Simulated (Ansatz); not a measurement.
Base system: PbTe in the rock salt structure (space group Fm-3m, No. 225; a = 6.5343 Å).

Computed with r2SCAN (Ansatz, a program for electronic structure, PAW, spin-orbit coupling left out).

For the base:

The lattice parameter a is 6.534 Å.

Perturbation: hydrostatic tension (pressure −1 GPa).

Q: Predict the new lattice parameter a and mean gap deformation potential ΔEg/Δln V.

A: The lattice parameter a rises by 0.056 Å (6.534 Å → 6.590 Å); the mean gap deformation potential ΔEg/Δln V amounts to +1.9 eV.

With Pb and Te present, leaving out spin-orbit coupling can change the band edges. Load acts through the strain it causes; cell and atoms are relaxed under it. No phonon test of stability was made.
